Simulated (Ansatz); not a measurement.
A constructed model of the (100) surface of fcc Rh, a layer of Cr in place of the second plane (bottom of the slab: a bare face, its two planes held)

Method: PBE (plane waves to 420 eV, PAW; Ansatz, a program for electronic structure).

Set-up: 6 atoms, 9.5 Å thick at the start (thin: gaps and levels are the slab's own); mesh 14x14x1; 0.1 eV smearing; dipole correction on; 2 atoms held, the rest relaxed; symmetry of the start imposed; spin-polarised, no spin-orbit, no U. The starting moment vanished. It is one candidate, not shown to be the stable structure of the face.

```
Quantity                                            Result
-----------------------------  ---------------------------
work function of the top face                      4.67 eV
energy released by relaxation                      0.30 eV
magnetic moment of the cell                        0.00 μB
cost                           very roughly 7 core-minutes
```
